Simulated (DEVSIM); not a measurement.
Structure: illuminated Si n-on-p cell, one wavelength, with a back-surface field, at 400 K.

Layer 1 from the left is Si, thickness (μm) 0.410, Nd (cm⁻³) 6.2e17, τn (s) 4.3e-7, τp (s) 1.1e-6, absorption coefficient (cm⁻¹) 180. Layer 2 from the left is Si, thickness (μm) 200, Na (cm⁻³) 3.1e16, τn (s) 2.7e-6, τp (s) 2.7e-6, absorption coefficient (cm⁻¹) 180. Layer 3 from the left is Si, thickness (μm) 1.10, Na (cm⁻³) 4.6e18, τn (s) 2.7e-6, τp (s) 2.7e-6, absorption coefficient (cm⁻¹) 180.

Left contact: ohmic, minority hole recombination velocity 90 cm/s. Right contact: ohmic, minority electron recombination velocity 90 cm/s. Voltage is applied to the left contact. Recombination: SRH at mid-gap, radiative, Auger. Light enters at the left, 4.5e15 photons cm⁻² s⁻¹, one pass, no reflection. Mobility is μmin + (μ − μmin)/(1 + (N/Nref)^α).

Constants are typed, rounded textbook-type inputs, not results; the design itself was drawn at random and stands for no fabricated device. Values at 300 K; Nc and Nv go as T^1.5, mobilities as T to minus their exponent, the gap by Varshni's rule with the affinity fixed.

Si: gap (eV) 1.124, affinity (eV) 4.05, permittivity 11.7, Nc (cm⁻³) 2.86e19, Nv (cm⁻³) 3.1e19, μn (cm²/Vs) 1417, μp (cm²/Vs) 470, μn,min 52, μp,min 45, Nref,n 9.7e16, Nref,p 2.2e17, αn 0.68, αp 0.72, T exponent of μn 2.3, T exponent of μp 2.2, B (cm³/s) 4.7e-15, Cn (cm⁶/s) 2.8e-31, Cp (cm⁶/s) 9.9e-32, Varshni α (eV/K) 0.000473, Varshni β (K) 636.

Simulated with DEVSIM: 1D drift-diffusion, Boltzmann statistics, complete ionisation; no tunnelling, impact ionisation, image-force lowering or self-heating.

**Question.** What does the simulation give for the dark forward voltage at 1 A/cm², the short-circuit current?

**Answer.** dark forward voltage at 1 A/cm² 0.521 V; short-circuit current 0.408 mA/cm².
